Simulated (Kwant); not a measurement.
Device: wire with a row of barriers in a GaN two-dimensional gas. Effective mass 0.22 mₑ, grid spacing 1.7 nm, hard walls, nominal width 40 nm (23 grid rows, so walls 40.8 nm apart), one parabolic valley, scattering region 170 nm long along x; energies count from the band bottom; Fermi energy swept from 0.00085461 to 0.010149 eV. 2 barrier(s) across the wire, height 0.021 eV, thickness 6.8 nm (about 4 grid columns), spaced by 13.6 nm.

Constants are typed, rounded textbook-type inputs, not results; the design itself was drawn at random and stands for no fabricated device.

Model: effective-mass tight-binding model on a square grid, one spin, coherent transport at 0 K (Kwant). Conductance is in e²/h.

How many channels do the leads carry at E = 4.77, 6.17, 8.45 meV?

The hard-wall thresholds are n² ħ²π²/(2mW²) = n² × 1.03 meV with W = 40.8 nm. √(4.77/1.03) = 2.16, so 2. √(6.17/1.03) = 2.45, so 2. √(8.45/1.03) = 2.87, so 2.
